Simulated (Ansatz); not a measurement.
# Short convergence ladders for TiMo3 (Imm2, 4 atoms in the cell)

```xyz
4
Lattice="-1.5779 2.2039 4.4616 1.5779 -2.2039 4.4616 1.5779 2.2039 -4.4616" Properties=species:S:1:pos:R:3 pbc="T T T"
Ti     0.0000     2.2039     0.0500
Mo     0.0000     0.0000     6.7513
Mo     0.0000     0.0000     2.1720
Mo     1.5779     0.0000     0.0000
```

Base method: PBEsol, default PAW files made with PBE (plane waves; Ansatz, a program for electronic structure).

Base settings: basis.ecutwfc = 420 eV; kpoints.mp_grid.grid = 6 6 6; hamiltonian.xc = pbesol; hamiltonian.pseudopotentials = {kind: paw} (the program's default PAW files); scf.occupations.method = gaussian; scf.occupations.width = 0.1 eV.

The count of work is k-points × plane waves × bands × iterations; it is no time. Core times come from one kind of shared machine, to one figure; runs under 30 s give none.

**The cutoff for other potential files**

Level: DFT, PBEsol, plane waves, harder PAW files (source: ansatz) made with PBE.

In this ladder: hamiltonian.pseudopotentials = {kind: paw, source: ansatz}.

The second cell is the first with its lattice scaled by 0.98.

The mesh stays at the base's, so the ladder's end is converged at best in this setting alone.

The first pressure column holds Ansatz's estimate of the finite-basis (Pulay) stress, which hides part of the cutoff error; the other is without it.

Only quantities that move along the ladder and can be compared are tabulated.

```tsv
basis.ecutwfc	free energy less the last step's (meV/atom)	energy of the compressed cell less the first (meV/atom)	pressure (GPa)	pressure without the Pulay estimate (GPa)	largest difference of a force vector from the last step's (eV/Å)	count of work / last
335 eV	877.58	19.12	-3.03	-52.98	0.206	0.12
405 eV	145.82	22.94	-3.20	-13.47	0.020	0.15
520 eV	8.20	22.96	-3.23	-3.94	0.000	0.21
630 eV	1.04	22.99	-3.22	-3.26	0.000	0.28
740 eV	0.70	23.00	-3.21	-3.22	0.000	0.35
890 eV	0.48	23.00	-3.21	-3.22	0.000	0.47
1110 eV	0.21	23.00	-3.21	-3.23	0.000	0.65
1480 eV	0.00	22.99	-3.22	-3.22	0.000	1.0
```

Coarsest basis.ecutwfc that holds the pressure without the Pulay estimate within 0.5 GPa of the last step, with all finer ones: 630 eV, at 0.28 of the last step's count of work; the step before is off by 0.72 GPa.

Coarsest basis.ecutwfc that holds the energy of the compressed cell less the first within 2 meV/atom of the last step, with all finer ones: 405 eV, at 0.15 of the last step's count of work; the step before is off by 3.9 meV/atom.

Coarsest basis.ecutwfc that holds the forces within 0.005 eV/Å of the last step, with all finer ones: 520 eV, at 0.21 of the last step's count of work; the step before is off by 0.020 eV/Å.

The energy difference between the two cells stays within 1 meV/atom of the last step's from 405 eV on, the total only from 740 eV on: much of the error is common to both cells and cancels.

At the lowest cutoff the pressure without the Pulay estimate lies 49.8 GPa under the last step's, the usual sign of Pulay stress in an incomplete plane-wave basis.

**The relaxed cell against the cutoff**

On TiMo₃ (Immm, 4 atoms in the cell): atoms on their sites.

In this ladder: relax = cell and atoms.

The mesh stays at the base's, so the ladder's end is converged at best in this setting alone.

Only quantities that move along the ladder and can be compared are tabulated.

```csv
basis.ecutwfc,relaxed volume (Å³/atom),relaxation steps,core time / last (rough)
210 eV,15.857,67,2
250 eV,15.340,24,0.7
295 eV,15.280,14,0.5
355 eV,15.292,10,0.5
420 eV,15.291,7,0.4
505 eV,15.291,7,0.5
630 eV,15.291,7,0.6
840 eV,15.290,7,1
```

Coarsest basis.ecutwfc that holds the relaxed volume within 0.076 Å³/atom of the last step, with all finer ones: 250 eV; the step before is off by 0.57 Å³/atom.

At the lowest cutoff the cell relaxes to a volume 3.7 % larger than at the highest. Ansatz relaxes on a stress corrected for the finite basis.

On the base run: the starting cell comes from a database of computed structures (which also holds hypothetical and non-ambient phases and stackings), without a prior relaxation at this level. Its lattice was rescaled by up to half a per cent. One atom was moved a little off its site on purpose. Spin polarisation is off. Without a gap this mesh is coarse (it stands for a supercell whose shortest vector is 19 Å).

Keys are those of Ansatz 0.2.
